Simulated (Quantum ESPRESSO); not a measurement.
The steps of a band-structure calculation for Cs (Im-3m, 1 atom in the cell) with Quantum ESPRESSO.

Computed with PBE, PSlibrary ultrasoft (PBE) pseudopotentials (plane waves; Quantum ESPRESSO).

Step 1 (scf):

```fortran
&CONTROL
 calculation = 'scf',
 prefix = 'Cs',
 outdir = './tmp/',
 pseudo_dir = './',
 tprnfor = .true.,
 tstress = .true.,
/
&SYSTEM
 ibrav = 0,
 nat = 1,
 ntyp = 1,
 ecutwfc = 40,
 ecutrho = 280,
 occupations = 'smearing',
 smearing = 'methfessel-paxton',
 degauss = 0.0099958,
 nbnd = 17,
/
&ELECTRONS
 conv_thr = 1.0d-10,
/
ATOMIC_SPECIES
Cs   132.9055  Cs.pbe-spn-rrkjus_psl.1.0.0.UPF
ATOMIC_POSITIONS {angstrom}
Cs    0.000000000    0.000000000    0.000000000
K_POINTS {automatic}
10 10 10  0 0 0
CELL_PARAMETERS {bohr}
  -5.805527783     5.805527783     5.805527783
   5.805527783    -5.805527783     5.805527783
   5.805527783     5.805527783    -5.805527783
```

Step 2 (bands):

```fortran
&CONTROL
 calculation = 'bands',
 prefix = 'Cs',
 outdir = './tmp/',
 pseudo_dir = './',
 verbosity = 'high',
/
&SYSTEM
 ibrav = 0,
 nat = 1,
 ntyp = 1,
 ecutwfc = 40,
 ecutrho = 280,
 occupations = 'smearing',
 smearing = 'methfessel-paxton',
 degauss = 0.0099958,
 nbnd = 17,
/
&ELECTRONS
 conv_thr = 1.0d-10,
 startingwfc = 'random',
 diago_thr_init = 1.0d-6,
 diagonalization = 'cg',
/
ATOMIC_SPECIES
Cs   132.9055  Cs.pbe-spn-rrkjus_psl.1.0.0.UPF
ATOMIC_POSITIONS {angstrom}
Cs    0.000000000    0.000000000    0.000000000
K_POINTS {crystal_b}
8
  0.00000000   0.00000000   0.00000000  10  ! G
  0.50000000  -0.50000000   0.50000000   7  ! H
  0.00000000   0.00000000   0.50000000   7  ! N
  0.00000000   0.00000000   0.00000000   9  ! G
  0.25000000   0.25000000   0.25000000   9  ! P
  0.50000000  -0.50000000   0.50000000   1  ! H
  0.25000000   0.25000000   0.25000000   5  ! P
  0.00000000   0.00000000   0.50000000   1  ! N
CELL_PARAMETERS {bohr}
  -5.805527783     5.805527783     5.805527783
   5.805527783    -5.805527783     5.805527783
   5.805527783     5.805527783    -5.805527783
```

Step 3 (bands.x):

```fortran
&BANDS
 prefix = 'Cs',
 outdir = './tmp/',
 filband = 'bands.dat',
 lsym = .false.,
/
```

Output of bands (abridged):

```
     file Cs.pbe-spn-rrkjus_psl.1.0.0.UPF: wavefunction(s)  5S 6S renormalized

     Atomic positions and unit cell read from directory:
     ./tmp/Cs.save/

     Message from routine setup:
     using ibrav=0 with symmetry is DISCOURAGED, use correct ibrav instead
     G-vector sticks info
     --------------------
     sticks:   dense  smooth     PW     G-vecs:    dense   smooth      PW
   [... lines left out ...]
     unit-cell volume          =     782.6816 (a.u.)^3
   [... lines left out ...]

     number of k points=    49  Methfessel-Paxton smearing, width (Ry)=  0.0100
                       cart. coord. in units 2pi/alat
        k(    1) = (   0.0000000   0.0000000   0.0000000), wk =   0.0408163
        k(    2) = (   0.0000000   0.0866025   0.0000000), wk =   0.0408163
        k(    3) = (   0.0000000   0.1732051   0.0000000), wk =   0.0408163
   [... 46 lines left out ...]

     Dense  grid:    62015 G-vectors     FFT dimensions: (  54,  54,  54)

     Smooth grid:    26851 G-vectors     FFT dimensions: (  45,  45,  45)

     The potential is recalculated from file :
     ./tmp/Cs.save/charge-density

     Band Structure Calculation
     CG style diagonalization

     ethr =  1.00E-06,  avg # of iterations = 46.9

     End of band structure calculation

          k = 0.0000 0.0000 0.0000 (  3367 PWs)   bands (ev):

   -21.6635  -8.4062  -8.4062  -8.4062   0.5337   4.6912   4.6912   4.6912
     5.5436   5.5436   7.4499   7.4499   7.4499  10.4731  10.4731  10.4743
    11.0443

          k = 0.0000 0.0866 0.0000 (  3363 PWs)   bands (ev):

   -21.6632  -8.4107  -8.4084  -8.4084   0.5887   4.6514   4.6515   4.7218
     5.3625   5.5907   7.5804   7.5805   7.6551   9.6686  10.4340  10.4340
    11.1123

   [... 47 blocks of this kind left out ...]
```

Output of bands.x (abridged):

```
     Reading xml data from directory:

     ./tmp/Cs.save/
     file Cs.pbe-spn-rrkjus_psl.1.0.0.UPF: wavefunction(s)  5S 6S renormalized

     G-vector sticks info
     --------------------
     sticks:   dense  smooth     PW     G-vecs:    dense   smooth      PW
     Sum        2121    1219    345                62015    26851    4213

     Reading collected, re-writing distributed wavefunctions
     high-symmetry point:  0.0000 0.0000 0.0000   x coordinate   0.0000
     high-symmetry point:  0.0000 0.8660 0.0000   x coordinate   0.8660
     high-symmetry point:  0.4330 0.4330 0.0000   x coordinate   1.4784
     high-symmetry point:  0.0000 0.0000 0.0000   x coordinate   2.0908
     high-symmetry point:  0.4330 0.4330 0.4330   x coordinate   2.8408
     high-symmetry point:  0.0000 0.8660 0.0000   x coordinate   3.5908
     high-symmetry point:  0.4330 0.4330 0.4330   x coordinate   3.5908
     high-symmetry point:  0.4330 0.4330 0.0000   x coordinate   4.0238

     Plottable bands (eV) written to file bands.dat.gnu
     Bands written to file bands.dat

   JOB DONE.
```

The starting cell comes from a database of computed structures (which also holds hypothetical and non-ambient phases and stackings), without a prior relaxation at this level. Its lattice was rescaled by a random factor within 2.5 % of one.
